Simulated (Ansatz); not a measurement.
## What tensor shear ε_xy = +0.86 % does to AlN

The parent structure is AlN in the zinc blende structure (space group F-43m, No. 216; a = 4.342 Å). Axes: x, y, z lie along the cube axes.

Modification: a pure shear with ε_xy = ε_yx = 0.0086; the atoms relax in the strained cell.

Calculations: LDA (Ansatz, a first-principles code, PAW, scalar-relativistic without spin-orbit coupling). Γ-centred 13×13×13 mesh, Fermi–Dirac width 0.05 eV.

| quantity | base | changed | shift |
|---|---|---|---|
| space group | F-43m (No. 216) | Imm2 (No. 44) | – |
| shortest interatomic distance | 188.0 pm | 187.6 pm | -0.46 pm |
| energy relative to the base (free energy F) | 0 meV/atom | +1.8 meV/atom | +1.8 meV/atom |
| pressure (mean of the normal stresses, compression positive) | 0.00 GPa | 0.02 GPa | +0.02 GPa |
| band gap | 3.25 eV | 3.17 eV | -0.086 eV |
| gap character | – | indirect, Γ → X | – |
| smallest direct gap | 4.39 eV | 4.30 eV | -0.084 eV |
| valence-band top at Γ (three highest levels, from the VBM) | – | 0.00, -0.08, -0.15 eV | – |
| valley order (the lowest conduction-band minima on the path, energy above the VBM, named in the base's zone) | X along ⟨100⟩ 3.25 eV; Γ 4.39 eV | X along [001] 3.17 eV; X along [010] 3.17 eV; Γ 4.30 eV | – |
| stress (xx, yy, zz, yz, xz, xy; compression positive) | – | (0.04, 0.04, -0.02, 0.00, 0.00, -3.22) GPa | – |

Final structure:

```
AlN
1.0
    0.01867     2.17113     2.17113
    2.17113     0.01867     2.17113
    2.18981     2.18981     0.00000
Al N
1 1
Direct
  0.00123   0.00123   0.99877
  0.24877   0.24877   0.25123
```

Cost of the whole job for the changed cell (relaxation, final SCF and bands): about 30 core-seconds (a rough figure).

Stability against distortions was not tested. This is not the structure that AlN has at room temperature and ambient pressure. k-point labels follow each cell's own Brillouin zone.
